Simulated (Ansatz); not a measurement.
# A computed series for Pt: response to strain

Base system: Pt in the fcc (Cu type) structure (space group Fm-3m, No. 225; relaxed with 0.1 eV smearing).

```
Pt
1.0
    0.00000     1.94769     1.94769
    1.94769     0.00000     1.94769
    1.94769     1.94769     0.00000
Pt
1
Direct
  0.00000   0.00000   0.00000
```

Strains are applied to the cell and any free atomic positions relax.

The values are results of DFT with LDA, PAW potentials and a 420 eV plane-wave cutoff in Ansatz (an electronic-structure program), spin-orbit coupling left out, not measurements.

Candidates:
(a) isotropic strain +2.00 %
(b) isotropic strain −0.50 %
(c) isotropic strain −2.00 %
(d) isotropic strain +1.50 %
(e) isotropic strain +3.00 %

Notes on the quantities. energy relative to the base: free energy F.

### Question
Order them by energy relative to the base, highest first.

### Answer
(e) isotropic strain +3.00 % (+100 meV/atom), (c) isotropic strain −2.00 % (+55 meV/atom), (a) isotropic strain +2.00 % (+47 meV/atom), (d) isotropic strain +1.50 % (+27 meV/atom), (b) isotropic strain −0.50 % (+3.2 meV/atom)

No phonon test of stability was made. All final runs are without spin polarisation. Pt lies near a magnetic instability that expansion can trigger; it was not tested.
